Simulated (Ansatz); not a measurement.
The reference is Re in the hcp (Mg type) structure (space group P6_3/mmc, No. 194; a = 2.775 Å, c = 4.483 Å).

(Cell as relaxed with PBE.)

Levels (all Ansatz, a program for electronic structure, PAW, earlier PAW set): PBE (420 eV, without spin-orbit coupling); r2SCAN (500 eV, scalar-relativistic without spin-orbit coupling).

Each level relaxes its own structure.

```csv
quantity,PBE,r2SCAN
volume per atom,14.95 Å³,14.70 Å³
lattice parameter a,2.775 Å,2.758 Å
lattice parameter c,4.483 Å,4.463 Å
band gap,zero,zero
```

PBE's volume per atom lies 0.255 Å³ above r2SCAN's (1.7 %); PBE's lattice parameter a lies 0.017 Å above r2SCAN's (0.6 %); PBE's lattice parameter c lies 0.020 Å above r2SCAN's (0.5 %); the two agree on the band gap. Neither level is exact; r2SCAN is the comparison here, not a measurement.

Stability against distortions was not tested. All final runs are without spin polarisation.
